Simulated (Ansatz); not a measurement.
Start from ZnS in the zinc blende structure (space group F-43m, No. 216; a = 5.3566 Å). Axes: x, y, z lie along the cube axes.

Calculations: PBEsol/PAW in Ansatz (a first-principles code), without spin-orbit coupling.

Strains are applied to the cell and any free atomic positions relax.

One change was made to it. Results:

```csv
quantity,base,after
energy relative to the base (free energy F),0 meV/atom,+2.4 meV/atom
"valley order (the lowest conduction-band minima on the path, energy above the VBM, named in the base's zone)",Γ 2.09 eV; X along ⟨100⟩ 3.17 eV; L along ⟨111⟩ 3.24 eV,Γ 1.99 eV; X along [001] 3.02 eV; L along [1-1-1] 3.04 eV; X along [010] 3.09 eV
"valence-band top at Γ (three highest levels, from the VBM)","0.00, 0.00, 0.00 eV","0.00, -0.09, -0.16 eV"
```

**Question.** Which of these changes matches the shifts?
(A) tensor shear ε_xy = +1.43 %
(B) tensor shear ε_xy = +0.29 %
(C) tensor shear ε_xy = +0.57 %
(D) tensor shear ε_xy = +2.00 %
(E) tensor shear ε_xy = +0.86 %

**Answer.** A, tensor shear ε_xy = +1.43 %. For comparison, the valley order in the other runs: tensor shear ε_xy = +0.57 % gives Γ 2.05 eV; X along [001] 3.13 eV; X along [010] 3.14 eV; L along [1-11] 3.16 eV; tensor shear ε_xy = +0.29 % gives Γ 2.07 eV; X along [001] 3.15 eV; X along [010] 3.16 eV; L along [1-11] 3.20 eV; tensor shear ε_xy = +0.86 % gives Γ 2.03 eV; X along [001] 3.10 eV; L along [1-11] 3.12 eV; X along [010] 3.12 eV; tensor shear ε_xy = +2.00 % gives Γ 1.95 eV; X along [001] 2.93 eV; L along [1-1-1] 2.96 eV; X along [010] 3.05 eV.

The levels and masses belong to the bands next to the band gap. Stability against distortions was not tested.
